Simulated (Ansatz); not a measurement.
SnC (model structure, started from the BN type, Pm-3n, No. 223, 12 atoms in the cell)

The numbers are results of PBEsol in Ansatz (plane waves, PAW), not measurements.

Settings: plane-wave cutoff 520 eV, 6×6×6 k mesh, Fermi–Dirac smearing 0.01 eV, scalar-relativistic PAW data made under PBE.

Cell (relaxed at this level):

```xyz
12
Lattice="6.1801 0.0000 0.0000 0.0000 6.1801 0.0000 0.0000 0.0000 6.1801" Properties=species:S:1:pos:R:3 pbc="T T T"
Sn     1.5450     0.0000     3.0901
Sn     3.0901     1.5450     0.0000
Sn     3.0901     4.6351     0.0000
Sn     4.6351     0.0000     3.0901
Sn     0.0000     3.0901     4.6351
Sn     0.0000     3.0901     1.5450
C      1.5450     3.0901     0.0000
C      0.0000     1.5450     3.0901
C      0.0000     4.6351     3.0901
C      4.6351     3.0901     0.0000
C      3.0901     0.0000     4.6351
C      3.0901     0.0000     1.5450
```

* **band gap**: 0.91 eV

Note: the relaxation could raise the start's symmetry but not lower it, so the cell can be a saddle point.

Spin–orbit coupling is not included.

The computed numbers hold no vibrational or temperature effects.

A model structure was made by putting elements into a prototype or built by hand; it is no filed structure, need not be a known phase, and can be a saddle point held by its symmetry.

Ansatz is a quantum-chemistry and plane-wave program.
